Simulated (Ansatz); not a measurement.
## HgTe: thickness series

The parent structure is HgTe in the zinc blende structure (space group F-43m, No. 216; a = 6.5728 Å). Axes: x, y, z lie along the cube axes.

Free-standing slabs (2 atom(s) a layer) normal to [110] with 15 Å of vacuum; in-plane cell held at bulk.

The values are results of Ansatz (a program for electronic structure), r2SCAN, PAW, cutoff 500 eV, spin-orbit coupling left out, not measurements.

Notes on the quantities. excess energy per area of both faces: slab less bulk energy over the cell's area: twice a surface energy; uncertain by up to 0.06 J/m².

```csv
variant,gap character,shortest interatomic distance,excess energy per area of both faces
base,–,2.846 Å,–
1 layer,?,2.600 Å,–
2 layers,direct at Γ,2.760 Å,0.24 J/m²
3 layers,direct at Γ,?,0.34 J/m²
4 layers,direct at Γ,2.768 Å,0.27 J/m²
5 layers,direct at Γ,2.774 Å,0.31 J/m²
6 layers,direct at Γ,2.770 Å,?
```

Q: Some entries are withheld; estimate them.

A: 
- 1 layer, gap character: direct at U
- 3 layers, shortest interatomic distance: 2.785 Å
- 6 layers, excess energy per area of both faces: 0.3 J/m²

The excess energy carries the mismatch between the slab's and the bulk's meshes. With Hg and Te present, leaving out spin-orbit coupling can change the band edges. Whether these cells are dynamically stable was not tested. The final runs are not spin-polarised. Labels are those of the standard path for the cell's own space group.
